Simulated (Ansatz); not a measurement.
The reference is GaSb in the zinc blende structure (space group F-43m, No. 216; a = 6.134 Å). Axes: x, y, z lie along the cube axes.

Computed with r2SCAN (Ansatz, a first-principles code; PAW; 500 eV plane waves; without spin-orbit coupling), earlier PAW set.

A first run, uniaxial strain ε_yy = −0.82 %, gives secant values C11 ≈ 87 GPa and C12 ≈ 38 GPa from its stress. A second run applies isotropic strain +0.85 %.

Question: What does linear elasticity predict for the bulk modulus −ΔP/(ΔV/V₀) in the second run, and what does the run give?

Answer: Linear elasticity: (C11 + 2 C12)/3 = 54 GPa. The run gives 49 GPa; any difference comes from nonlinear terms at these strains and numerical noise.

Stability against distortions was not tested.
